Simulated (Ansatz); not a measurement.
**O vacancy + Al on the Hf site + Al on the Hf site in metastable polar orthorhombic HfO2**

The numbers are results of PBE, PAW (plane waves to 420 eV; Ansatz, a quantum-chemistry and plane-wave program), not measurements. Cell: 96 sites, 2×2×2 repeats of a cell of 12 atoms; final energies on a 2×2×2 shifted mesh. Sites at the start: the O(1) site; Hf 2.04 Å away; Hf 2.15 Å away. Finite-size correction: monopole term and site-potential alignment. Dielectric constants: PBE linear response of the host. Host gap at this level: 4.36 eV. These values are not converged in cell size to better than tenths of an eV. Levels are measured in PBE's own, too narrow, gap. Spin–orbit coupling is left out, which matters for these heavy elements. Each state is the lowest found from its start.

Formation energies E_f are given with the Fermi level at the valence-band maximum. Chemical conditions: O-rich (Δμ(Hf) = -10.30 eV, Δμ(O) = 0.00 eV, Δμ(Al) = -7.45 eV, bounded by corundum; only phases computed here count, gases as isolated molecules at 0 K). Reference phases: Al: fcc Al, Hf: hcp Hf, O: O2 molecule in a box.

The name describes the start; the neighbours show where the atoms ended.

Charges with a result: +1, 0, −1. Others weren't obtained, and one of them could lie lower, also by skipping a charge.

| charge | moment (μB) | point group | largest move off a lattice site (Å) | neighbours of the last Al atom of the defect at the end (Å) | image correction with alignment (eV) | E_f, O-rich (eV) |
|---|---|---|---|---|---|---|
| +1† | 1.0 | – | 0.62 | O 1.84, O 1.87, O 1.91, O 1.92, O 1.95 | -0.65 | – |
| 0 | not spin-polarised | C1 | 0.63 | O 1.84, O 1.87, O 1.91, O 1.92, O 1.94 | 0.00 | 3.06 |
| −1† | 1.0 | – | 0.46 | O 1.92, O 1.92, O 1.93, O 1.94, O 2.00, O 2.93, Hf 3.08 | 0.77 | – |

† Not settled in this cell, so no level is given: charge +1: a large or scattered potential alignment; charge −1: carriers not clearly localised, a large or scattered potential alignment.

Point groups are those of the whole cell at tolerances of 0.03 and 0.1 Å ("near" where only the looser one holds); none is given for unsettled states.

Flagged in the runs: a doubtful potential alignment, a host whose relaxation on this sampling wasn't shown to rest, a strain field that reaches the edge of the cell.

All states together cost about 4 core-hours (a rough figure).
